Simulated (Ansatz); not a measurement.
The parent structure is SnO$_{2}$ in the rutile structure (space group P4_2/mnm, No. 136; a = 4.769 Å, c = 3.211 Å).

The change: full substitution Sn → Ti; the structure is relaxed again.

Levels (all Ansatz, a first-principles code, PAW, earlier PAW set): PBEsol (420 eV, no spin-orbit coupling); PBEsol+SOC (420 eV, noncollinear with spin-orbit coupling).

The geometry is relaxed with PBEsol.

PBEsol electron mass: 0.54 mₑ along c, 1.1 mₑ across (at Γ)
PBEsol lowest conduction level above the VBM at special points: Γ 1.87 eV; M 1.91 eV; R 1.91 eV; X 2.55 eV
PBEsol valence-band top at Γ: 0.00, -0.44, -0.44 eV

### Question
How does going to PBEsol+SOC change the electron mass, lowest conduction level above the VBM at special points and valence-band top at Γ?

### Answer
The electron mass stays 0.54 mₑ along c, 1.1 mₑ across (at Γ); the lowest conduction level above the VBM at special points is still Γ 1.87 eV; M 1.91 eV; R 1.91 eV; X 2.55 eV; the valence-band top at Γ (three highest Kramers pairs, from the VBM) changes from 0.00, -0.44, -0.44 eV to 0.00, -0.43, -0.45 eV.

Single points use the geometry relaxed with PBEsol. The spin-orbit shifts are approximate. The levels and masses belong to the bands next to the band gap. Masses are band curvatures over ±0.01 Å⁻¹ around the edge. Stability against distortions was not tested. The runs without spin-orbit coupling are not spin-polarised.
